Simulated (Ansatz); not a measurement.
Gap of a TiO2 chain of edge-sharing tetrahedra at several levels, all on one geometry.

Levels: PBE+D3(BJ) (plane waves to 420 eV, PAW; Ansatz, an electronic-structure program); r2SCAN (plane waves to 500 eV, PAW; Ansatz); HSE06 run with Ansatz. Unmarked values and the geometry are of the first. Mesh 1×1×60. No spin polarisation, so a magnetic state wasn't tested. One-dimensional cell, images about 11 Å apart. A hypothetical model. It keeps the symmetry and period of its start, so it need not be a minimum against all distortions. Pairing along the axis, which can open a gap, is among the distortions not tried. HSE06 ran on a 1×1×4 mesh and at PBE's edge points.

```json
[
 {"level": "PBE", "gap (eV)": "3.37"},
 {"level": "r2SCAN", "gap (eV)": "(withheld)"},
 {"level": "HSE06", "gap (eV)": "4.95"}
]
```

Q: What belongs in the gaps?

A: 
- r2SCAN, gap (eV): 3.76
